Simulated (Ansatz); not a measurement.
Response to strain in GaAs

Start from GaAs in the zinc blende structure (space group F-43m, No. 216).

```xyz
2
Lattice="0.0000 2.8014 2.8014 2.8014 0.0000 2.8014 2.8014 2.8014 0.0000" Properties=species:S:1:pos:R:3 pbc="T T T"
Ga     0.0000     0.0000     0.0000
As     1.4007     1.4007     1.4007
```

Cartesian axes are those of the cell as printed.

Strains are applied to the cell and any free atomic positions relax; under biaxial strain the out-of-plane vector relaxes too.

Level of theory: LDA, PAW, 420 eV (Ansatz, a quantum-chemistry and plane-wave program; no SOC).

Notes on the quantities. energy relative to the base: free energy F; in-plane stress: mean in-plane stress (compression positive).

```csv
variant,energy relative to the base,out-of-plane strain,in-plane stress,shortest interatomic distance
base,0 meV/atom,–,–,2.426 Å
"biaxial strain −2.50 %, plane normal [001], relaxed out of plane",+11 meV/atom,+2.24 %,+3.3 GPa,2.404 Å
"biaxial strain −2.00 %, plane normal [001], relaxed out of plane",+7.0 meV/atom,+1.80 %,+2.6 GPa,2.409 Å
"biaxial strain −1.50 %, plane normal [001], relaxed out of plane",[?],[?],[?],[?]
"biaxial strain −1.00 %, plane normal [001], relaxed out of plane",+1.7 meV/atom,+0.91 %,+1.3 GPa,2.417 Å
"biaxial strain −0.50 %, plane normal [001], relaxed out of plane",+0.4 meV/atom,+0.46 %,+0.6 GPa,2.422 Å
"biaxial strain +1.00 %, plane normal [001], relaxed out of plane",+1.6 meV/atom,-0.91 %,-1.2 GPa,2.435 Å
"biaxial strain +1.50 %, plane normal [001], relaxed out of plane",+3.6 meV/atom,-1.37 %,-1.7 GPa,2.440 Å
"biaxial strain +2.50 %, plane normal [001], relaxed out of plane",+9.8 meV/atom,-2.30 %,-2.8 GPa,2.449 Å
"biaxial strain +3.00 %, plane normal [001], relaxed out of plane",+14 meV/atom,–,–,2.453 Å
```

**Question.** Fill in the withheld entries from the trend.

**Answer.** 
- biaxial strain −1.50 %, plane normal [001], relaxed out of plane, energy relative to the base: +3.9 meV/atom
- biaxial strain −1.50 %, plane normal [001], relaxed out of plane, out-of-plane strain: +1.35 %
- biaxial strain −1.50 %, plane normal [001], relaxed out of plane, in-plane stress: +1.9 GPa
- biaxial strain −1.50 %, plane normal [001], relaxed out of plane, shortest interatomic distance: 2.413 Å

Whether these cells are dynamically stable was not tested. The final runs are not spin-polarised.
